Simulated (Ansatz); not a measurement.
**How far to go with the plane-wave cutoff: SnO2 (P2, 6 atoms in the cell)**

```xyz
6
Lattice="4.8024 0.0000 0.0000 0.0000 4.8812 0.0000 0.0000 0.0000 3.2506" Properties=species:S:1:pos:R:3 pbc="T T T"
Sn     2.4012     2.4406     1.6753
Sn     0.0000     0.0000     0.0000
O      1.4016     1.5671     0.0000
O      3.4008     3.3141     0.0000
O      3.8028     0.8735     1.6253
O      0.9996     4.0076     1.6253
```

Method: LDA (PW92), default PAW files made with PBE (plane waves; Ansatz, an electronic-structure program).

Base settings: basis.ecutwfc = 420 eV; kpoints.mp_grid.grid = 4 4 7; hamiltonian.xc = lda; hamiltonian.pseudopotentials = {kind: paw} (the program's default PAW files); scf.occupations.method = fixed.

The second cell is the first with its lattice scaled by 0.98.

The mesh stays at the base's, so the ladder's end is converged at best in this setting alone.

The first pressure column holds Ansatz's estimate of the finite-basis (Pulay) stress, which hides part of the cutoff error; the other is without it.

Only quantities that move along the ladder and can be compared are tabulated.

The count of work is k-points × plane waves × bands × iterations; it is no time. 

The starting cell comes from a database of computed structures (which also holds hypothetical and non-ambient phases and stackings), without a prior relaxation at this level. Its lattice was rescaled by up to half a per cent. One atom was moved a little off its site on purpose. In the base run, with a pressure of about -12 GPa the cell is away from its equilibrium volume at this level.

Steps (basis.ecutwfc): 145 eV; 170 eV; 190 eV; 210 eV; 230 eV; 250 eV; 295 eV; 335 eV; 380 eV; 420 eV; 460 eV; 505 eV; 565 eV; 630 eV; 735 eV; 840 eV; 1010 eV.

What is the coarsest basis.ecutwfc that holds the pressure without the Pulay estimate within 0.5 GPa of the last step, with all finer ones?

460 eV, at 0.27 of the last step's count of work; the step before is off by 1.1 GPa.

What is the coarsest basis.ecutwfc that holds the pressure within 0.1 GPa of the last step, with all finer ones?

420 eV, at 0.27 of the last step's count of work; the step before is off by 0.11 GPa.

What is the coarsest basis.ecutwfc that holds the free energy within 5 meV/atom of the last step, with all finer ones?

460 eV, at 0.27 of the last step's count of work; the step before is off by 9.1 meV/atom.

| basis.ecutwfc | free energy less the last step's (meV/atom) | energy of the compressed cell less the first (meV/atom) | pressure (GPa) | pressure without the Pulay estimate (GPa) | largest difference of a force vector from the last step's (eV/Å) | count of work / last |
|---|---|---|---|---|---|---|
| 145 eV | 32147.67 | -146.27 | -16.27 | -1147.43 | 1.879 | 0.057 |
| 170 eV | 15340.26 | 171.23 | 36.77 | -632.71 | 1.382 | 0.069 |
| 190 eV | 8220.77 | 194.93 | 24.24 | -382.17 | 0.662 | 0.085 |
| 210 eV | 4508.59 | 5.45 | -2.61 | -235.17 | 0.747 | 0.080 |
| 230 eV | 2555.82 | -25.43 | -10.69 | -149.56 | 0.414 | 0.11 |
| 250 eV | 1466.60 | -33.77 | -13.04 | -97.83 | 0.161 | 0.11 |
| 295 eV | 411.88 | -32.58 | -11.80 | -41.71 | 0.092 | 0.16 |
| 335 eV | 126.55 | -34.39 | -12.69 | -23.18 | 0.026 | 0.17 |
| 380 eV | 32.76 | -34.89 | -12.56 | -15.78 | 0.005 | 0.23 |
| 420 eV | 9.08 | -34.35 | -12.44 | -13.50 | 0.002 | 0.27 |
| 460 eV | 2.52 | -34.31 | -12.42 | -12.70 | 0.001 | 0.27 |
| 505 eV | 1.14 | -34.34 | -12.43 | -12.47 | 0.001 | 0.35 |
| 565 eV | 0.93 | -34.37 | -12.44 | -12.45 | 0.001 | 0.42 |
| 630 eV | 0.76 | -34.38 | -12.44 | -12.45 | 0.000 | 0.49 |
| 735 eV | 0.59 | -34.40 | -12.44 | -12.46 | 0.000 | 0.62 |
| 840 eV | 0.30 | -34.41 | -12.45 | -12.47 | 0.000 | 0.76 |
| 1010 eV | 0.00 | -34.42 | -12.45 | -12.45 | 0.000 | 1.0 |

The energy difference between the two cells stays within 1 meV/atom of the last step's from 335 eV on, the total only from 565 eV on: much of the error is common to both cells and cancels.

At the lowest cutoff the pressure without the Pulay estimate lies 1130 GPa under the last step's, the usual sign of Pulay stress in an incomplete plane-wave basis.

Keys are those of Ansatz 0.2.
